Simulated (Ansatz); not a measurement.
System: ZnS (model structure, started from the NiAs type, P6₃/mmc, No. 194, 4 atoms in the cell). Method: r²SCAN+rVV10 (Ansatz, a first-principles code, PAW).

Numerical settings: plane-wave cutoff 560 eV, 12×12×8 k mesh (along the axes of the cell as run), Fermi–Dirac smearing 0.01 eV, scalar-relativistic PAW data made under PBE.

Cell (relaxed at this level):

```xyz
4
Lattice="3.5752 0.0000 0.0000 -1.7876 3.0962 0.0000 0.0000 0.0000 5.8610" Properties=species:S:1:pos:R:3 pbc="T T T"
Zn     0.0000     0.0000     0.0000
Zn     0.0000     0.0000     2.9305
S      0.0000     2.0641     1.4652
S      1.7876     1.0321     4.3957
```

Q: What does this level give for the band gap and smallest direct gap on the k points sampled?

A: 
band gap: 0.79 eV (indirect)
smallest direct gap on the k points sampled: 2.45 eV

Note: the relaxation could raise the start's symmetry but not lower it, so the cell can be a saddle point.

A model structure was made by putting elements into a prototype or built by hand; it is no filed structure, need not be a known phase, and can be a saddle point held by its symmetry.
